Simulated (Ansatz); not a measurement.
```xyz
2
Lattice="0.0000 2.8783 2.9647 2.8783 0.0000 2.9647 2.8783 2.8783 0.0000" Properties=species:S:1:pos:R:3 pbc="T T T"
Cd     0.0000     0.0000     0.0000
S      1.4392     1.4392     1.4823
```

No spin polarisation.

The values are results of Kohn–Sham DFT with the LDA functional, run in Ansatz (an electronic-structure program) with PAW and 420 eV plane waves, no spin-orbit coupling, not measurements. k-mesh 10×10×10 (Γ-centred); smearing 0.05 eV (Fermi–Dirac).

Question: What valence-band top at Γ (three highest levels, from the VBM) does the calculation give?

Answer: 0.00, 0.00, -0.10 eV.

Question: What is the computed gap character?

Answer: Direct at Γ.

Question: What space group does the calculation give?

Answer: I-4m2 (No. 119).

The cells carry an imposed strain or load. No phonon test of stability was made. The cell was made from CdS in the zinc blende structure (space group F-43m, No. 216) by this change: uniaxial strain ε_zz = +3.00 %.
